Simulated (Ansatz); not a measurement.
## Carrier properties of InP under load (space group R3m)

```
InP
1.0
    0.02249     2.95556     2.95556
    2.95556     0.02249     2.95556
    2.95556     2.95556     0.02249
In P
1 1
Direct
  0.00064   0.00064   0.00064
  0.24936   0.24936   0.24936
```

These are PBEsol with spin-orbit coupling, rigid bands (plane waves, PAW; Ansatz, a program for electronic structure) values and carry that method's errors. Condition of this run: uniaxial stress along [111] of -1 GPa (compression positive) (the target of the relaxation). How the cell was made: cell and atoms relaxed with PBEsol, then loaded as said.

```
Item                                                                                                                                                           Result
---------------------------------------------------------------------------------------------------------------------------------------  ----------------------------
band gap                                                                                                                                                      0.48 eV
electron conductivity mass (300 K, dilute)                                                                                                                   0.054 mₑ
hole conductivity mass (300 K, dilute)                                                                                                                        0.51 mₑ
effective density of states N_c (300 K)                                                                                                                   2.7e17 cm⁻³
effective density of states N_v (300 K)                                                                                                                   1.3e19 cm⁻³
density-of-states mass, electrons                                                                                                                            0.049 mₑ
density-of-states mass, holes                                                                                                                                 0.66 mₑ
Seebeck coefficient, n-type 1e19 cm⁻³, 300 K                                                                                                                 -43 μV/K
Seebeck coefficient, p-type 1e19 cm⁻³, 300 K                                                                                                                 302 μV/K
best p-type power factor at 300 K for τ = 10 fs (best axis; densities from 1e16 to 1e21 cm⁻³ tried, whether or not they can be reached)  12.8 μW/(cm·K²) at 3e20 cm⁻³
```

Rigid bands; masses and Seebeck coefficients take one relaxation time τ for all states and one kind of carrier; polarons and phonon drag are left out.
